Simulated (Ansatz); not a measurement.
Base system: Si in the diamond structure (space group Fd-3m, No. 227).

```
Si
1.0
    0.00000     2.73515     2.73515
    2.73515     0.00000     2.73515
    2.73515     2.73515     0.00000
Si
2
Direct
  0.00000   0.00000   0.00000
  0.25000   0.25000   0.25000
```

Level of theory: Kohn–Sham DFT with the PBE functional, run in Ansatz (a first-principles code) with PAW and 420 eV plane waves, no spin-orbit coupling.

For the base:

```
Quantity    Value
--------  -------
Band gap  0.61 eV
```

It is then changed as follows: every lattice vector is stretched by 0.50 %, atoms relaxed at fixed cell.

How does this affect the band gap and energy relative to the base?

The band gap goes up by 0.03 eV to 0.64 eV; the energy goes up by 1.3 meV/atom.

The cells carry an imposed strain or load. Whether these cells are dynamically stable was not tested.
